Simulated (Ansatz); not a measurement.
**HfO2: response to strain**

The parent structure is HfO2 in the fluorite structure (space group Fm-3m, No. 225; a = 5.058 Å).

Strains are applied to the cell and any free atomic positions relax.

Level of theory: plane-wave PAW DFT at the r2SCAN level (Ansatz, an electronic-structure program, 500 eV), no spin-orbit coupling.

| isotropic strain (%) | pressure (GPa) |
|---|---|
| -1.98 | 18.4 |
| -1.37 | 12.2 |
| -0.69 | 5.9 |
| 0 | 0.0 |
| 0.81 | ? |
| 5.35 | -30.5 |

**Question.** Fit P = P₀ − Bδ + Cδ² with δ = (1 + ε)³ − 1 to the rows shown and predict the withheld row.

**Answer.** Least squares on the printed values gives P₀ = -0.1 GPa, B = 281 GPa, C = 599 GPa (largest residual 0.1 GPa); this predicts -6.6 GPa, and the run gives -6.2 GPa, 0.4 higher.

No phonon test of stability was made. This is not the structure that HfO2 has at room temperature and ambient pressure.
